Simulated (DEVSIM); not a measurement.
Structure: Ni/Si3N4/p-Si capacitor, at 300 K.

```
layer (left to right)  material  thickness (nm)  Na (cm⁻³)
---------------------  --------  --------------  ---------
1                         Si3N4            1.60          -
2                            Si            4500     1.6e16
```

Metal gate on the left, work function 5.1 eV. Fixed charge at the semiconductor interface -2.1e11 cm⁻² (in units of +e); interface traps 1.1e12 cm⁻² eV⁻¹, uniform in energy, neutral level at 0.3 of the gap above the valence band.

Constants are typed, rounded textbook-type inputs, not results; the design itself was drawn at random and stands for no fabricated device. Values at 300 K.

```tsv
parameter	Si3N4	Si
gap (eV)	5.1	1.124
affinity (eV)	2.1	4.05
permittivity	7.5	11.7
Nc (cm⁻³)	-	2.86e19
Nv (cm⁻³)	-	3.1e19
```

DEVSIM, 1D Poisson equation in equilibrium, Boltzmann statistics, complete ionisation; no quantum confinement or tunnelling. Metal contacts follow the ideal Schottky-Mott rule: no Fermi-level pinning, no interface dipoles.

**Question.** Tabulate band edges, carrier densities and field at 0.7 V on the gate.

**Answer.** Energies count from the Fermi level of the right contact; mesh points crowd at the junctions.

| x (μm) | Ec (eV) | Ev (eV) | n (cm⁻³) | p (cm⁻³) | field (V/cm) |
|---|---|---|---|---|---|
| 0.000 | 2.300 | -2.800 | < 1e2 | < 1e2 | 240000 |
| 0.0007376 | 2.317 | -2.783 | < 1e2 | < 1e2 | 240000 |
| 0.001359 | 2.332 | -2.768 | < 1e2 | < 1e2 | 240000 |
| 0.002369 | 0.391 | -0.733 | 7.6e12 | 1.5e7 | 50000 |
| 0.005594 | 0.408 | -0.716 | 4.1e12 | 2.9e7 | 49000 |
| 0.01094 | 0.434 | -0.690 | 1.5e12 | 7.8e7 | 48000 |
| 0.02257 | 0.488 | -0.636 | 1.8e11 | 6.4e8 | 45000 |
| 0.05955 | 0.639 | -0.485 | 5.3e8 | 2.2e11 | 36000 |
| 0.1250 | 0.822 | -0.302 | 440000 | 2.6e14 | 20000 |
| 0.2542 | 0.925 | -0.199 | 8400 | 1.4e16 | 1100 |
| 0.5353 | 0.928 | -0.196 | 7300 | 1.6e16 | ≈ 0 |
| 1.429 | 0.928 | -0.196 | 7300 | 1.6e16 | ≈ 0 |
| 2.727 | 0.928 | -0.196 | 7300 | 1.6e16 | ≈ 0 |
| 3.660 | 0.928 | -0.196 | 7300 | 1.6e16 | ≈ 0 |
| 4.187 | 0.928 | -0.196 | 7300 | 1.6e16 | ≈ 0 |
| 4.353 | 0.928 | -0.196 | 7300 | 1.6e16 | ≈ 0 |
| 4.429 | 0.928 | -0.196 | 7300 | 1.6e16 | ≈ 0 |
| 4.468 | 0.928 | -0.196 | 7300 | 1.6e16 | ≈ 0 |
| 4.490 | 0.928 | -0.196 | 7300 | 1.6e16 | ≈ 0 |
| 4.496 | 0.928 | -0.196 | 7300 | 1.6e16 | ≈ 0 |
| 4.500 | 0.928 | -0.196 | 7300 | 1.6e16 | ≈ 0 |
| 4.502 | 0.928 | -0.196 | 7300 | 1.6e16 | ≈ 0 |
